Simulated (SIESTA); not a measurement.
Input and output of a self-consistent single point for Se₂O₅ (P1, 28 atoms in the cell) (SIESTA).

Computed with GGA PBEsol, numerical atomic orbitals DZP, PseudoDojo PBEsol standard norm-conserving potentials (rewritten from UPF to PSML) in SIESTA 5.4.2.

```xyz
28
Lattice="4.5822 0.0000 0.0000 0.0000 6.9738 0.0000 -0.5469 0.0000 13.7120" Properties=species:S:1:pos:R:3 pbc="T T T"
Se     1.2789     1.5772     8.7720
Se     2.8115     5.2431     4.9788
Se     2.4403     5.1777    11.8296
Se     1.4826     1.7354     2.0058
Se     1.8216     1.9761    11.9306
Se     2.1301     5.1044     1.7318
Se     1.9228     5.4731     8.5761
Se     2.0384     1.4476     5.1629
O      2.8543     1.6374     8.7980
O      1.1611     5.2098     4.9288
O      0.8496     5.3251    11.6683
O      3.1431     1.7263     2.0851
O      0.9231     2.1026    10.6057
O      3.0915     4.8915     3.1655
O      3.1395     5.4087    10.0492
O      1.0030     1.4506     3.7655
O      1.0692     1.2265     6.2777
O      3.0633     5.8043     7.2975
O      3.2759     4.6199     0.4586
O      0.7807     2.4495    13.1634
O      2.9798     2.8285     5.1841
O      0.9968     4.3246     8.3893
O      1.2396     6.3507     1.6458
O      2.7763     0.8727    12.1291
O      3.2567     0.1162     4.7836
O      0.9036     6.7183     8.9063
O      1.2083     3.4937     2.1315
O      2.8528     3.3421    11.5470
```

Reference input (self-consistent single point, DFT, GGA PBEsol, numerical atomic orbitals DZP, PseudoDojo PBEsol standard norm-conserving potentials (rewritten from UPF to PSML)): XC.functional = GGA; XC.authors = PBEsol; potentials = PseudoDojo PBEsol standard; PAO.BasisSize = DZP; PAO.EnergyShift = 0.01 Ry; MeshCutoff = 300 Ry; kgrid.MonkhorstPack = 3 2 1 shifted by 0.5 0.5 0.5; OccupationFunction = FD; ElectronicTemperature = 10 K; MaxSCFIterations = 150; SCF.Mixer.Method = Pulay; SCF.Mixer.Weight = 0.25. This run's input differs from it in these lines:

```diff
@@ -54,5 +54,5 @@
 %block kgrid.MonkhorstPack
-    3   0   0  0.5
-    0   2   0  0.5
-    0   0   1  0.5
+   18   0   0  0.5
+    0  12   0  0.5
+    0   0   6  0.5
 %endblock kgrid.MonkhorstPack
```

Output (repeated stretches shortened):

```
        iscf     Eharris(eV)        E_KS(eV)     FreeEng(eV)     dDmax    Ef(eV) dHmax(eV)
   scf:    1   -35032.293331   -35212.895945   -35212.895945  1.513949 -6.074697 15.910519
   scf:    2   -35284.131557   -35257.171671   -35257.171671  0.213245 -5.555952  6.678665
   scf:    3   -35265.071113   -35262.359727   -35262.359727  0.093227 -5.527501  2.276157
   scf:    4   -35263.100721   -35262.787417   -35262.787417  0.055819 -5.765313  0.958881
   scf:    5   -35262.951078   -35262.885141   -35262.885141  0.031832 -5.846684  0.270411
   scf:    6   -35262.909773   -35262.899971   -35262.899971  0.011987 -5.875220  0.075034
   [... lines left out ...]
   scf:    8   -35262.903573   -35262.902803   -35262.902803  0.001274 -5.874924  0.014210
   scf:    9   -35262.903010   -35262.902914   -35262.902914  0.000477 -5.872839  0.008948
   scf:   10   -35262.902957   -35262.902937   -35262.902937  0.000348 -5.872314  0.003296
   scf:   11   -35262.902944   -35262.902941   -35262.902941  0.000178 -5.871935  0.001139
   scf:   12   -35262.902942   -35262.902941   -35262.902941  0.000072 -5.871774  0.000476
   scf:   13   -35262.902942   -35262.902942   -35262.902942  0.000024 -5.871720  0.000170
   scf:   14   -35262.902942   -35262.902942   -35262.902942  0.000008 -5.871739  0.000099
SCF Convergence by DM+H criterion
max |DM_out - DM_in|         :     0.0000077415
max |H_out - H_in|      (eV) :     0.0000990152
SCF cycle converged after 14 iterations

Using DM_out to compute the final energy and forces

siesta: E_KS(eV) =           -35262.9029

siesta: E_KS - E_eggbox =    -35262.9029

siesta: Atomic forces (eV/Ang):
     1   -3.262954    1.661634   -0.937832
     2   -0.140999   -0.557860    1.675591
     3    2.938543    0.097584    1.224227
   [... 25 lines left out ...]
   Tot    0.008518   -0.007618   -0.005347
   Max   11.817297
   Res    3.773635    sqrt( Sum f_i^2 / 3N )
   Max   11.817297    constrained

Stress tensor Voigt[x,y,z,yz,xz,xy] (kbar):     -168.98     -161.86      -90.09        8.30        4.08       27.00
(Free)E + p*V (eV/cell)   -35224.5290
Target enthalpy (eV/cell)   -35262.9029

   [... lines left out ...]
siesta: FreeEng =    -35262.902942
   [... lines left out ...]
siesta:    -0.105472    0.016853    0.002550
siesta:     0.016853   -0.101026    0.005182
siesta:     0.002549    0.005182   -0.056233

siesta: Cell volume =        438.175121 Ang**3

siesta: Pressure (static):
siesta:                Solid            Molecule  Units
siesta:           0.00095383         -0.00001036  Ry/Bohr**3
siesta:           0.08757676         -0.00095103  eV/Ang**3
siesta:         140.31343690         -1.52371825  kBar
```

The run converged in 14 iterations. Against the reference run the free energy rises by 5.0 meV/atom, the pressure hardly changes (13.93 to 14.03 GPa), the largest force goes from 13.366 to 13.34 eV/Å and the gap on the mesh goes from 2.142 to 1.670 eV.

The starting cell comes from a database of computed structures (which also holds hypothetical and non-ambient phases and stackings), without a prior relaxation at this level. Its atoms were displaced at random from the sites of space group no. 14. Values carry the incompleteness of an atom-centred basis. With a pressure of about 14 GPa the cell is away from its equilibrium volume at this level. Forces in this geometry exceed 1 eV/Å. The shifted mesh does not hold Γ, so a gap read on it misses any band edge there.

Cost on one core of a shared machine: roughly 40 min.
